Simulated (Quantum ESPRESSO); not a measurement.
Worked example: self-consistent single point of MnO (Fm-3m, 4 atoms in the cell) in Quantum ESPRESSO.

Method: PBE, SSSP 1.1.2 efficiency (PBE) pseudopotentials (plane waves; Quantum ESPRESSO).

The change in words: lattice scaled by 0.98. Reference geometry:
```
MnO
1.0
    4.37340     2.18670     2.18670
    2.18670     4.37340     2.18670
    2.18670     2.18670     4.37340
Mn O
2 2
Direct
  0.00000   0.00000   0.00000
  0.50000   0.50000   0.50000
  0.25000   0.25000   0.25000
  0.75000   0.75000   0.75000
```
Moments meant for the start (each program seeds them in its own way; μB, in the order of the atoms Mn Mn O O): 5.0 -5.0 0.0 0.0.

Reference input (self-consistent single point, DFT, PBE, plane waves, SSSP 1.1.2 efficiency (PBE) pseudopotentials): ecutwfc = 55 Ry; ecutrho = 440 Ry; occupations = smearing; smearing = fermi-dirac; degauss = 0.000734986 Ry; nspin = 2; potentials = {Mn1: mn_pbe_v1.5.uspp.F.UPF, Mn2: mn_pbe_v1.5.uspp.F.UPF, O: O.pbe-n-kjpaw_psl.0.1.UPF}; K_POINTS = automatic 7 7 7 0 0 0; conv_thr = 1e-09 Ry; mixing_beta = 0.3. This run's input differs from it in these lines:

```diff
@@ -30,10 +30,10 @@
 CELL_PARAMETERS {angstrom}
-   4.3734000000     2.1867000000     2.1867000000
-   2.1867000000     4.3734000000     2.1867000000
-   2.1867000000     2.1867000000     4.3734000000
+   4.2859320000     2.1429660000     2.1429660000
+   2.1429660000     4.2859320000     2.1429660000
+   2.1429660000     2.1429660000     4.2859320000
 ATOMIC_POSITIONS {angstrom}
 Mn1   0.0000000000    0.0000000000    0.0000000000
-Mn2   4.3734000000    4.3734000000    4.3734000000
-O     2.1867000000    2.1867000000    2.1867000000
-O     6.5601000000    6.5601000000    6.5601000000
+Mn2   4.2859320000    4.2859320000    4.2859320000
+O     2.1429660000    2.1429660000    2.1429660000
+O     6.4288980000    6.4288980000    6.4288980000
 K_POINTS {automatic}
```

The program printed (abridged):

```
     Self-consistent Calculation

     iteration #  1     ecut=    55.00 Ry     beta= 0.30

     total energy              =    -505.54311379 Ry
     estimated scf accuracy    <       1.21513399 Ry

     total magnetization       =    -0.00 Bohr mag/cell
     absolute magnetization    =     8.86 Bohr mag/cell

     iteration #  2     ecut=    55.00 Ry     beta= 0.30

     total energy              =    -505.80017602 Ry
     estimated scf accuracy    <       0.05081691 Ry

     total magnetization       =    -0.00 Bohr mag/cell
     absolute magnetization    =     8.96 Bohr mag/cell

     iteration #  3     ecut=    55.00 Ry     beta= 0.30

   [... lines left out ...]

     total energy              =    -505.82542944 Ry
     estimated scf accuracy    <          2.2E-09 Ry

     total magnetization       =    -0.00 Bohr mag/cell
     absolute magnetization    =     8.85 Bohr mag/cell

     iteration # 17     ecut=    55.00 Ry     beta= 0.30

     negative rho (up, down):  2.153E-04 2.153E-04

     Magnetic moment per site  (integrated on atomic sphere of radius R)
     atom   1 (R=0.168)  charge= 12.4971  magn=  3.9300
     atom   2 (R=0.168)  charge= 12.4971  magn= -3.9300
     atom   3 (R=0.168)  charge=  5.8601  magn= -0.0000
     atom   4 (R=0.168)  charge=  5.8601  magn= -0.0000
     End of self-consistent calculation

     the Fermi energy is    15.4482 ev

!    total energy              =    -505.82542944 Ry
     estimated scf accuracy    <          7.9E-11 Ry
     smearing contrib. (-TS)   =       0.00000000 Ry
     internal energy E=F+TS    =    -505.82542944 Ry

     total magnetization       =     0.00 Bohr mag/cell
     absolute magnetization    =     8.85 Bohr mag/cell

     convergence has been achieved in  17 iterations

     negative rho (up, down):  2.153E-04 2.153E-04

     Forces acting on atoms (cartesian axes, Ry/au):

     atom    1 type  1   force =     0.00000000    0.00000000    0.00000000
     atom    2 type  2   force =     0.00000000    0.00000000    0.00000000
     atom    3 type  3   force =     0.00000005    0.00000005    0.00000005
   [... lines left out ...]
     Total force =     0.000000     Total SCF correction =     0.000004
   [... lines left out ...]

     negative rho (up, down):  2.153E-04 2.153E-04
          total   stress  (Ry/bohr**3)                   (kbar)     P=      194.98
   0.00132546  -0.00018572  -0.00018572          194.98      -27.32      -27.32
  -0.00018572   0.00132546  -0.00018572          -27.32      194.98      -27.32
  -0.00018572  -0.00018572   0.00132546          -27.32      -27.32      194.98

   JOB DONE.
```

The run converged in 17 iterations. Against the reference run the free energy rises by 50.9 meV/atom, the pressure goes from 7.29 to 19.50 GPa and the gap on the mesh goes from 1.035 to 0.984 eV.

The starting cell has typed, rounded lattice constants, without a prior relaxation at this level. Its lattice was rescaled by a random factor within 2.5 % of one. For this run, on top of that: lattice scaled by 0.98. The magnetic order is the one reached from the typed start; others were not searched systematically. With a pressure of about 19 GPa the cell is away from its equilibrium volume at this level.

Cost on one core of a shared machine: roughly 6 min.
